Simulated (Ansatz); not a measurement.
LiNbO3: pressure −1 GPa

Take LiNbO3 (space group R3c, No. 161; a = 5.137 Å, c = 13.885 Å (hexagonal axes)) as the base.

Modification: hydrostatic tension (pressure −1 GPa).

The values are results of Kohn–Sham DFT with the r2SCAN functional, run in Ansatz (an electronic-structure program) with PAW and 500 eV plane waves, no spin-orbit coupling, not measurements. Γ-centred 8×8×8 mesh, Fermi–Dirac width 0.05 eV.

The volume per atom rises by 0.09 Å³ to 10.67 Å³ and the density falls by 0.04 g/cm³ to 4.60 g/cm³. The lattice parameter a grows by 0.017 Å, from 5.137 Å to 5.154 Å and the c/a ratio decreases by 0.003 (2.703 → 2.700). The shortest interatomic distance stays 1.879 Å and the enthalpy H = E + PV relative to the base's energy amounts to -0.07 eV/atom. The band gap falls by 0.01 eV to 3.99 eV (an upper bound: an edge found on the path is not a true extremum; the base alone).

Load acts through the strain it causes; cell and atoms are relaxed under it. Whether these cells are dynamically stable was not tested.
